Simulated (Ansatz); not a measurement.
Start from ZnS in the zinc blende structure (space group F-43m, No. 216; a = 5.4434 Å). Axes: x, y, z lie along the cube axes.

Computed with PBE in Ansatz (plane waves to 420 eV, PAW, without spin-orbit coupling).

Modification: every lattice vector is shortened by 1.50 %; the atoms relax in the strained cell.

Q: Predict the stress tensor and what it implies for the stiffness.

A: Stress of the strained cell less that of the base (GPa, compression positive):
```
   3.49    0.00    0.00
   0.00    3.49    0.00
   0.00    0.00    3.49
```

Then B = −ΔP/(ΔV/V₀) with ΔV/V₀ = -0.0443 gives secant stiffness values (nonlinear terms included at this strain): B ≈ 79 GPa.

As a check, the harmonic strain energy −½ V₀ Δσ:ε is 9.9 meV/atom; the computed energy rise is 9.4 meV/atom.

No phonon test of stability was made.

Ansatz is an electronic-structure program.
